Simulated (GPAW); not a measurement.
A self-consistent single point of LiZn (Fd-3m, 4 atoms in the cell) with GPAW.

Method: PBEsol, GPAW PAW datasets PBEsol (made by gpaw-setup) (plane waves; GPAW).

The change in words: lattice scaled by 0.98. Reference geometry:
```yaml
crystal:
  lattice:
    - [0.00000, 3.03182, 3.03182]
    - [3.03182, 0.00000, 3.03182]
    - [3.03182, 3.03182, 0.00000]
  atoms:
    - { symbol: Li, position: [0.25000, 0.25000, 0.25000] }
    - { symbol: Li, position: [0.00000, 0.00000, 0.00000] }
    - { symbol: Zn, position: [0.75000, 0.75000, 0.75000] }
    - { symbol: Zn, position: [0.50000, 0.50000, 0.50000] }
```

Reference input (self-consistent single point, DFT PBEsol, plane waves, GPAW PAW datasets PBEsol (made by gpaw-setup)): mode = pw; ecut = 850 eV; xc = PBEsol; kpts = 8 8 8; mesh shift (steps) = 0 0 0; occupations.name = methfessel-paxton; occupations.width = 0.05 eV; occupations.order = 0; nbands = -12; convergence.forces = 0.001 eV/Å; symmetry.symmorphic = false; symmetry.tolerance = 0.0005. This run's input differs from it in these lines:

```diff
@@ -5,5 +5,5 @@
 atoms = Atoms(['Li', 'Li', 'Zn', 'Zn'],
-              cell=[[0.000000, 3.031825, 3.031825],
-                    [3.031825, 0.000000, 3.031825],
-                    [3.031825, 3.031825, 0.000000]],
+              cell=[[0.000000, 2.971188, 2.971188],
+                    [2.971188, 0.000000, 2.971188],
+                    [2.971188, 2.971188, 0.000000]],
               scaled_positions=[[0.250000, 0.250000, 0.250000],
```

Log, with long lists cut:

```
     iter     time        total  log10-change:
                         energy   eigst   dens  force
iter:   1 --:--:--    -8.797300
iter:   2 --:--:--    -8.703525   -0.77  -1.28
iter:   3 --:--:--    -8.091994   -0.73  -1.32
iter:   4 --:--:--    -8.430704   -1.33  -1.72
iter:   5 --:--:--    -8.185064   -2.28  -1.74
iter:   6 --:--:--    -8.033623   -1.70  -1.99
iter:   7 --:--:--    -8.034250   -3.56  -2.20
iter:   8 --:--:--    -8.052769   -2.91  -2.26
iter:   9 --:--:--    -8.026294   -2.31  -2.33
iter:  10 --:--:--    -8.026567   -3.77  -3.01
iter:  11 --:--:--    -8.026583c  -4.68  -2.94
iter:  12 --:--:--    -8.025803c  -3.44  -3.02
iter:  13 --:--:--    -8.025044c  -4.46  -3.15
iter:  14 --:--:--    -8.025014c  -5.19  -3.82
iter:  15 --:--:--    -8.025014c  -7.23  -4.19c
iter:  16 --:--:--    -8.025055c  -5.32  -4.22c
iter:  17 --:--:--    -8.025015c  -5.20  -3.78
iter:  18 --:--:--    -8.025015c  -6.86  -4.21c
iter:  19 --:--:--    -8.025016c  -7.60c -4.21c
iter:  20 --:--:--    -8.025016c  -8.82c -4.16c -16.10c
Converged after 20 iterations.

Dipole moment: (1.391939, 1.391939, 1.391939) |e|*Ang

Energy contributions relative to reference atoms: (reference = -98047.562966)

Kinetic:         -0.119239
Potential:       +4.905191
External:        +0.000000
XC:             -12.750384
Entropy (-ST):   -0.000302
Local:           -0.060432
SIC:             +0.000000
--------------------------
Free energy:     -8.025167
Extrapolated:    -8.025016

Showing only first 2 kpts
 Kpt  Band  Eigenvalues  Occupancy
  0    11      8.09284    0.00000
  0    12      8.09284    0.00000
  0    13      8.09284    0.00000
  0    14      8.20003    0.00000

  1    11      6.12438    0.00000
  1    12      6.12438    0.00000
  1    13      6.96506    0.00000
  1    14      8.06996    0.00000

Fermi level: 4.27380

No gap
No difference between direct/indirect transitions
Energy (eV): -8.025016

Forces in eV/Ang:
  0 Li    0.00000   -0.00000   -0.00000
  1 Li    0.00000    0.00000    0.00000
  2 Zn   -0.00000   -0.00000    0.00000
  3 Zn   -0.00000    0.00000   -0.00000

Stress tensor:
    -0.019966    -0.000000    -0.000000
    -0.000000    -0.019966     0.000000
    -0.000000     0.000000    -0.019966
Stress (GPa, Voigt): [-3.1989 -3.1989 -3.1989  0.     -0.     -0.    ]
```

The run converged in 20 iterations. GPAW prints stress with tension positive. Against the reference run the free energy rises by 7.1 meV/atom and the pressure goes from -0.19 to 3.20 GPa.

The starting cell comes from a database of computed structures (which also holds hypothetical and non-ambient phases and stackings), without a prior relaxation at this level. For this run, on top of that: lattice scaled by 0.98. With a pressure of about 3 GPa the cell is away from its equilibrium volume at this level.

Cost on one core of a shared machine: roughly 40 s.
